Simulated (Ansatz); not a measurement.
## A self-consistent single point of a (001) slab of Sn (cut from a parent of space group no. 71; 4 atoms in the cell) with Ansatz

Computed with PBEsol, default PAW files made with PBE (plane waves; Ansatz, a first-principles code).

The input file:

Ansatz 0.2 input:
```yaml
# Sn
crystal:
  lattice:
    - [3.392588, 0.000000, 0.000000]
    - [0.000000, 3.921048, 0.000000]
    - [0.000000, 0.000000, 20.342619]
  atoms:
    - { symbol: Sn, position: [0.000000, 0.000000, 0.448035] }
    - { symbol: Sn, position: [0.500000, 0.500000, 0.344105] }
    - { symbol: Sn, position: [0.000000, 0.000000, 0.655895] }
    - { symbol: Sn, position: [0.500000, 0.500000, 0.551965] }
basis:
  ecutwfc: 30.9 Ry
kpoints:
  mp_grid: { grid: [9, 8, 1] }
hamiltonian:
  xc: pbesol
  pseudopotentials: { kind: paw }
scf:
  occupations: { method: fermi_dirac, width: 0.0073 Ry }
output:
  forces: true
  eigenvalues: true
  stress: true
```

Log, with long lists cut:

```
WARN ansatz: RAYON_NUM_THREADS=1 ignored (pool sized by the plan → 1); use --threads N
Pseudopotentials: kind: paw
Pseudopotential: Sn, paw, valence charge 14
Crystal: 4 atoms, lattice volume = 270.608 Å³
Basis set: ecut = 420.4159175005146 eV, 5351 PW (Γ), exchange–correlation on 48×54×288 points (8 copies of the dense FFT grid, shifted against one another)
Bands: 34, of which v1, the nominal top of the filled ones, is band 28 counted from 1 (27 counted from 0)
Symmetry: 8 space group operations
Space group: Pmmn (ITA 59), of the structure as read, at distance tolerance 6.5e-5 Å
k-points: 25 of 72
PAW frozen core: Sn, regenerated for the run's functional, and the local potential with it
Initial density: superposition of atomic densities (neutral atoms: chi_scale 0, normalization atom), corrected by the library's trained network
Initial wavefunctions: pseudopotential atomic-orbital guess
Eigensolver: davidson
Functional: x = pbesol(κ = 0.804, μ = 0.12345679012345678), c = pbesol(β = 0.046)
SCF iter   1: F=—  HF=-23797.931221 eV  |F-HF|=—  |Δ(HF+E_count)|=         —  Δρ=1.85e-3  dr2=7.35e-3  ethr=1.77e-3  ⟨swp⟩=7.2  Hψ=3732  notcnv=0
all-band conjugate gradients solve this SCF's bands
preconditioner: auto → LDOS
SCF iter   2: F=—  HF=-23797.927546 eV  |F-HF|=—  |Δ(HF+E_count)|=   3.68e-3  Δρ=6.15e-4  dr2=1.13e-3  ethr=1.31e-5  ⟨swp⟩=2.1  Hψ=1843  notcnv=0
SCF iter   3: F=—  HF=-23797.927166 eV  |F-HF|=—  |Δ(HF+E_count)|=   3.80e-4  Δρ=2.36e-4  dr2=1.49e-4  ethr=2.02e-6  ⟨swp⟩=2.0  Hψ=1574  notcnv=0
SCF iter   4: F=—  HF=-23797.927128 eV  |F-HF|=—  |Δ(HF+E_count)|=   3.80e-5  Δρ=4.50e-5  dr2=5.74e-6  ethr=2.66e-7  ⟨swp⟩=2.0  Hψ=1554  notcnv=0
SCF iter   5: F=—  HF=-23797.927180 eV  |F-HF|=—  |Δ(HF+E_count)|=   5.29e-5  Δρ=1.52e-5  dr2=2.15e-6  ethr=1.02e-8  ⟨swp⟩=2.0  Hψ=1569  notcnv=0
SCF iter   6: F=—  HF=-23797.927180 eV  |F-HF|=—  |Δ(HF+E_count)|=   2.58e-7  Δρ=4.27e-6  dr2=3.38e-7  ethr=3.84e-9  ⟨swp⟩=3.0  Hψ=1568  notcnv=0
SCF iter   7: F=-23797.927180 eV  HF=-23797.927180 eV  |F-HF|=9.41e-9  |Δ(HF+E_count)|=   2.22e-8  Δρ=1.77e-6  dr2=1.11e-8  ethr=1.79e-10  ⟨swp⟩=7.4  Hψ=3515  notcnv=0
SCF 1 converged in 7 iterations: F = -23797.927180 eV  dr2 = 1.11e-8
SCF converged after 7 iterations
Free energy (F): -23797.927180 eV
Harris-Foulkes:  -23797.927180 eV  (|F-HF|=9.41e-9)
Internal energy: -23797.827152 eV  (E = F + TS)
E sigma→0 (E₀):  -23797.877166 eV
Entropy (-TS):   -0.100029 eV (-25.007 meV/atom)
Fermi energy:    1.780270 eV
--- Per-component energies (eV) ---
  E_band       = -822.459859
  E_kinetic    = 740.573430
  E_local      = -28856.655949  (includes V_loc(G=0)·N_el)
  E_nonlocal   = -124.155983
  E_hartree    = 14604.104873
  E_xc         = -1515.447692
  E_vxc        = -384.695991  (∫ρ·V_xc dr)
  E_paw        = -16252.256094  (= ΣΔE_a)
  E_vpaw       = -1405.750164  (= ΣTr[D̂ρ^β])
  E_aug_tail   = -0.000002  (compensation charges beyond the density's cutoff)
  E_ewald      = 7604.870907
  E_core_change = 1.139359  (= ΣΔE_core)
  E_smearing   = -0.100029  (= −TS)
  E_closure    = 0.000000  (closes the sum)
  Σ components = -23797.927180   (vs F -23797.927180, Δ=0.00e0)
--- Forces (eV/Å), atoms counted from 1 ---
  atom   1  Sn     0.00000000    -0.00000000    -0.39523140
  atom   2  Sn     0.00000000     0.00000000     0.38208740
  atom   3  Sn     0.00000000    -0.00000000    -0.38208740
  atom   4  Sn     0.00000000     0.00000000     0.39523140
  max |Σ_I F_I| component: 0.00e0 eV/Å
--- Stress (GPa, compression-positive) ---
       -2.864703       0.000000      -0.000000
        0.000000      -2.165611      -0.000000
       -0.000000      -0.000000      -0.940267
  P = ⅓ Tr σ = -1.9902 GPa (-19.902 kbar)
  The stress holds the Pulay correction. Without it, at fixed plane waves, as pw.x and ABINIT print it: P = -2.0024 GPa
--- Band table (eV; the first three rows and the last of 25) ---
  k-point 0: bands = ["-19.6813", "-19.6689", "-19.6520", "-19.6387", "-19.6273", "-19.6257", "-19.6228", "-19.5960", "-19.5893", "-19.5860", "-19.5785", "-19.5765", "-19.5495", "-19.5411", "-19.5254", "-19.5225", "-19.4918", "-19.4765", "-19.4649", [...]
  k-point 1: bands = ["-19.6770", "-19.6662", "-19.6477", "-19.6326", "-19.6273", "-19.6249", "-19.6186", "-19.5975", "-19.5933", "-19.5869", "-19.5795", "-19.5778", "-19.5491", "-19.5419", "-19.5239", "-19.5238", "-19.4923", "-19.4738", "-19.4641", [...]
  k-point 2: bands = ["-19.6666", "-19.6601", "-19.6359", "-19.6267", "-19.6249", "-19.6156", "-19.6080", "-19.6027", "-19.6006", "-19.5904", "-19.5834", "-19.5796", "-19.5549", "-19.5352", "-19.5263", "-19.5208", "-19.4949", "-19.4844", "-19.4680", [...]
  k-point 24: bands = ["-19.6734", "-19.6734", "-19.6373", "-19.6373", "-19.6298", "-19.6298", "-19.6112", "-19.6112", "-19.5685", "-19.5685", "-19.5490", "-19.5490", "-19.5116", "-19.5116", "-19.4979", "-19.4979", "-19.4666", "-19.4666", [...]
```

The run converged in 7 iterations.

The starting cell comes from a database of computed structures (which also holds hypothetical and non-ambient phases and stackings), without a prior relaxation at this level. The slab is cut from that crystal, and its faces are unrelaxed. Its lattice was rescaled by up to half a per cent.
